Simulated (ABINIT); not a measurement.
A band-structure calculation of Ba (Im-3m, 1 atom in the cell) with ABINIT.

Computed with PBE, norm-conserving pseudopotentials (PseudoDojo nc-sr-05 PBE standard) (plane waves; ABINIT 10.0.3).

Input:

```
# Ba, PseudoDojo nc-sr-05 PBE standard
pp_dirpath "./"
pseudos "Ba.upf"
acell 3*1.0 Angstrom
rprim
        -2.5150200000    2.5150200000    2.5150200000
         2.5150200000   -2.5150200000    2.5150200000
         2.5150200000    2.5150200000   -2.5150200000
natom 1
ntypat 1
znucl 56
typat 1
xcart
         0.0000000000    0.0000000000    0.0000000000
      Angstrom
ecut 56 Ry
ixc 11
occopt 7
tsmear 0.1 eV
nband 10
kptopt 1
ngkpt 12 12 12
nshiftk 1
shiftk 0 0 0
nstep 60
tolvrs1 1.0e-11
ndtset 2
prtden1 1
getden2 1
iscf2 -2
kptopt2 -5
ndivsm2 4
kptbounds2
       0.00000000  0.00000000  0.00000000  # G
       0.50000000 -0.50000000  0.50000000  # H
       0.00000000  0.00000000  0.50000000  # N
       0.00000000  0.00000000  0.00000000  # G
       0.25000000  0.25000000  0.25000000  # P
       0.50000000 -0.50000000  0.50000000  # H
nband2 14
nbdbuf2 2
tolwfr2 1.0e-12
prtwf 0
```

Output (repeated stretches shortened):

```
--- !BeginCycle
solver: {iscf: 7, nstep: 60, nline: 4, wfoptalg: 0, }
tolerances: {tolvrs: 1.00E-11, }
...

     iter   Etot(hartree)      deltaE(h)  residm     vres2
 ETOT  1  -27.991461012516    -2.799E+01 3.813E-02 7.185E-01
 ETOT  2  -27.998530705854    -7.070E-03 3.011E-03 7.113E-02
 ETOT  3  -27.998547685585    -1.698E-05 1.237E-03 3.648E-03
 ETOT  4  -27.998549371040    -1.685E-06 1.754E-03 1.829E-04
 ETOT  5  -27.998549576940    -2.059E-07 4.920E-04 4.744E-06
   [... 2 lines left out ...]
 ETOT  8  -27.998549613014    -8.485E-10 1.991E-04 1.845E-09
 ETOT  9  -27.998549613163    -1.485E-10 1.172E-04 1.606E-10
 ETOT 10  -27.998549613191    -2.798E-11 8.195E-05 1.323E-11
 ETOT 11  -27.998549613196    -5.130E-12 4.796E-05 9.855E-13
 At SCF step   11       vres2   =  9.86E-13 < tolvrs=  1.00E-11 =>converged.

 Cartesian components of stress tensor (hartree/bohr^3)
  sigma(1 1)=  1.90258739E-06  sigma(3 2)=  0.00000000E+00
  sigma(2 2)=  1.90258739E-06  sigma(3 1)=  0.00000000E+00
  sigma(3 3)=  1.90258739E-06  sigma(2 1)=  0.00000000E+00

 ----iterations are completed or convergence reached----

   [... lines left out ...]
 Fermi (or HOMO) energy (hartree) =   0.15905   Average Vxc (hartree)=  -0.27638
total_energy        : -2.79985496131961E+01
-Cartesian components of stress tensor (GPa)         [Pressure= -5.5976E-02 GPa]
 Unit cell volume ucvol=  4.2941867E+02 bohr^3
   [... lines left out ...]
 -9.0063E-01 -3.6142E-01 -3.6142E-01 -3.5926E-01  1.4606E-01  1.4606E-01
  2.5107E-01  2.9152E-01  2.9152E-01  3.4587E-01  3.5206E-01  3.5206E-01
  3.9191E-01  4.1824E-01
 Non-SCF case, kpt   25 (  0.50000 -0.50000  0.50000), residuals and eigenvalues=
  9.16E-13  9.72E-13  4.38E-13  5.16E-13  8.67E-13  9.00E-13  9.96E-13  9.27E-13
  8.20E-13  6.70E-13  6.56E-13  7.64E-13  1.02E-07  7.64E-05
 -9.0047E-01 -3.6123E-01 -3.6123E-01 -3.6123E-01  1.4000E-01  1.4000E-01
  3.0582E-01  3.0582E-01  3.0582E-01  3.3176E-01  3.3176E-01  3.3176E-01
  3.7828E-01  4.2848E-01

 scprqt:  WARNING -
  nstep=   60 was not enough non-SCF iterations to converge;
  maximum residual=  8.805E-07 exceeds tolwfr=  1.000E-12

 ----iterations are completed or convergence reached----

 reduced coordinates (array xred) for    1 atoms
       0.000000000000      0.000000000000      0.000000000000

 Calculation completed.
```

The run ended unconverged in one of its stages. 

The starting cell has typed, rounded lattice constants, without a prior relaxation at this level. Its lattice was rescaled by a random factor within 2.5 % of one.
